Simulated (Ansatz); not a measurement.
# Computed paths: interstitial Na in corundum, charge state +1

Defect migration in corundum: interstitial Na, charge state +1. Calculation: PBE, PAW (plane waves to 420 eV; Ansatz, an electronic-structure program).

Cell of 270 host sites held at the relaxed PBE lattice; the Γ point alone; Fermi-Dirac width 0.01 eV, spin-restricted; finite-size errors left in. Energies are static. The charge state is imposed; whether it is stable for some Fermi level was not computed. Sites that were not tried may lie lower.

Barriers: single points on a 2×2×2 k-point mesh shifted by half a step along c at the bands' geometries.

```json
[
 {"Route": "Na moves alone to another site", "Start site over the lowest site run (eV)": "0.00", "Hop (Å)": "3.53", "Forward barrier (eV)": "4.29", "Backward barrier (eV)": "4.29", "Neighbours at the start": "2 Al at 2.24; 6 O at 2.05 Å", "Neighbours at the saddle": "Al at 2.14, Al at 2.19; O at 1.83, 2 O at 1.91, O at 2.12, O at 2.26 Å", "Saddle order": "not checked", "Forward, on the band's own sampling (eV)": "4.29"}
]
```

Paths come from climbing-image nudged elastic band runs.
